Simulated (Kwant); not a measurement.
Model system: wire with a row of barriers in a GaN two-dimensional gas. Effective mass 0.22 mₑ, grid spacing 5 nm, hard walls, nominal width 150 nm (29 grid rows, so walls 150 nm apart), one parabolic valley, scattering region 500 nm long along x; energies count from the band bottom; Fermi energy swept from 6.0773e-05 to 0.00072167 eV. 4 barrier(s) across the wire, height 0.0024 eV, thickness 10 nm (about 2 grid columns), spaced by 40 nm.

The device is made up for the run: typed textbook-type constants, with dimensions and the other settings drawn at random.

Kwant, effective-mass tight-binding model on a square grid, one spin, coherent transport at 0 K. Conductance is in e²/h.

Sweep values stay those of the base run.

The number of barriers was swept, all else fixed.

| number of barriers | G (e²/h) at E = 0.3891 meV | G (e²/h) at E = 0.5554 meV | G (e²/h) at E = 0.2229 meV | mean G (e²/h) over the sweep |
|---|---|---|---|---|
| 1 | 0.29 | 0.49 | 0.12 | 0.30 |
| 2 | 0.054 | 0.97 | 0.0039 | 0.25 |
| 3 | 0.017 | 0.32 | 0.00013 | 0.30 |
| 4 | 0.0059 | 0.83 | 4.0e-6 | 0.29 |

From the first row to the last the G at E = 0.3891 meV goes from 0.29 to 0.0059. From the first row to the last the G at E = 0.5554 meV goes from 0.49 to 0.83.
